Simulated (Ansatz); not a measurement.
TiO₂ (Pbcn, No. 60; high-pressure phase) was calculated with LDA (PAW; Ansatz, a program for electronic structure).

Settings: plane-wave cutoff 500 eV, 8×6×6 k mesh (along the axes of the cell as run), gaussian smearing 0.02 eV, no spin polarisation, scalar-relativistic PAW data made under PBE.

Cell (relaxed at this level):

```
CELL_PARAMETERS angstrom
      4.50081     0.00000     0.00000
      0.00000     4.83917     0.00000
      0.00000     0.00000     5.43949
ATOMIC_POSITIONS crystal
  Ti 0.00000 0.25000 0.17451
  Ti 0.50000 0.75000 0.32549
  Ti 0.00000 0.75000 0.82549
  Ti 0.50000 0.25000 0.67451
  O  0.27159 0.41870 0.38256
  O  0.22841 0.91870 0.11744
  O  0.72841 0.08130 0.38256
  O  0.77159 0.58130 0.11744
  O  0.72841 0.58130 0.61744
  O  0.77159 0.08130 0.88256
  O  0.27159 0.91870 0.61744
  O  0.22841 0.41870 0.88256
```

### Question
Give the computed band gap.

### Answer

band gap: 2.69 eV (on the SCF k mesh)

Note: the relaxation could not lower the start's symmetry, so the cell can be a saddle point above a distorted one.

The computed numbers hold no vibrational or temperature effects.

The result took about 4 core-minutes (a rough figure).
